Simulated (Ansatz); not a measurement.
## What isotropic strain +2.00 % does to MgO

Start from MgO in the rock salt structure (space group Fm-3m, No. 225; a = 4.2537 Å).

It is then changed as follows: an isotropic linear strain of +2.00 %, atoms relaxed at fixed cell.

Method: PBE, PAW, 420 eV (Ansatz, an electronic-structure program; scalar-relativistic without spin-orbit coupling). Γ-centred 13×13×13 mesh, Fermi–Dirac width 0.05 eV.

The space group stays Fm-3m (No. 225) and the energy grows by 15 meV/atom. The band gap falls by 0.53 eV, from 4.46 eV to 3.93 eV and the gap character stays direct at Γ. The mean gap deformation potential ΔEg/Δln V comes out as -9.0 eV and the width of the top valence band decreases by 0.10 eV, from 1.71 eV to 1.61 eV. The electron mass changes from 0.34 mₑ (at Γ) to 0.32 mₑ (at Γ).

Final structure:

```
CELL_PARAMETERS angstrom
      0.00000     2.16940     2.16940
      2.16940     0.00000     2.16940
      2.16940     2.16940     0.00000
ATOMIC_POSITIONS crystal
  Mg 0.00000 0.00000 0.00000
  O  0.50000 0.50000 0.50000
```

Effective masses come from finite differences of ±0.01 Å⁻¹. No phonon test of stability was made.
